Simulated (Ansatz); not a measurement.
## ZrAg (model structure, Fm-3m, No. 225, 2 atoms in the cell): properties by level of theory

| level (code) | equilibrium lattice constant a (Å) | cohesive energy (eV/atom) |
|---|---|---|
| LDA (Ansatz) | 5.530 | 5.08 |
| PBE (Ansatz) | 5.669 | 3.90 |
| PBEsol (Ansatz) | 5.585 | 4.47 |

Ansatz's density-functional and Hartree–Fock values are scalar-relativistic unless marked +SOC, with PAW data made under PBE.

Free atoms are spin-polarised, in the lowest state found; at levels without +SOC their spin–orbit coupling is left out.

A model structure was made by putting elements into a prototype or built by hand; it is no filed structure, need not be a known phase, and can be a saddle point held by its symmetry.

Ansatz is a quantum-chemistry and plane-wave program.
